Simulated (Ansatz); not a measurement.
## A computed series for ZnS: response to strain

Start from ZnS in the zinc blende structure (space group F-43m, No. 216; a = 5.3891 Å). Axes: x, y, z lie along the cube axes.

Strains are applied to the cell and any free atomic positions relax; under biaxial strain the out-of-plane vector relaxes too.

Level of theory: plane-wave PAW DFT at the r2SCAN level (Ansatz, a first-principles code, 500 eV), scalar-relativistic without spin-orbit coupling.

| biaxial strain, plane normal [111], relaxed out of plane (%) | band gap (eV) |
|---|---|
| 0 | 2.70 |
| 0.42 | ? |
| 0.83 | 2.60 |
| 1.25 | 2.55 |
| 1.67 | 2.50 |
| 2.08 | 2.45 |
| 2.5 | 2.40 |

Q: Fit E_g = E₀ + Dε (ε in %) to the rows shown and predict the withheld row.

A: Least squares on the printed values gives E₀ = 2.70 eV, D = -120 meV per % of strain (largest residual 0.00 eV); this predicts 2.65 eV, and the run gives 2.65 eV, in agreement.

No phonon test of stability was made.
